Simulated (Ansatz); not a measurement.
**A computed series for VO2: pressure series**

The parent structure is VO₂ (space group C2/m, No. 12; a = 11.8638 Å, b = 3.6971 Å, c = 6.3185 Å, α = γ = 90.00°, β = 106.99°; ferromagnetic).

Cell and atoms are relaxed at each pressure.

Calculations: Kohn–Sham DFT with the PBEsol functional, run in Ansatz (a program for electronic structure) with PAW and 420 eV plane waves, without spin-orbit coupling.

Notes on the quantities. enthalpy: H = E + PV relative to the base's energy.

```csv
variant,volume per atom,enthalpy,largest site moment
base,11.04 Å³,–,0.84 μB
pressure 0.3 GPa,11.03 Å³,+0.02 eV/atom,0.84 μB
pressure 0.7 GPa,11.01 Å³,+0.05 eV/atom,0.83 μB
pressure 1.5 GPa,___,+0.10 eV/atom,0.83 μB
pressure 3 GPa,10.88 Å³,+0.21 eV/atom,0.83 μB
pressure 5 GPa,10.78 Å³,+0.34 eV/atom,0.82 μB
```

Problem. Fill in the withheld entries from the trend.

Solution. 
- pressure 1.5 GPa, volume per atom: 10.96 Å³

Other magnetic orders, which the real material may have, were not ruled out. Load acts through the strain it causes; cell and atoms are relaxed under it. Whether these cells are dynamically stable was not tested. Competing high-pressure phases were not computed. No Hubbard U is applied, and correlation can decide whether such a compound is a metal.
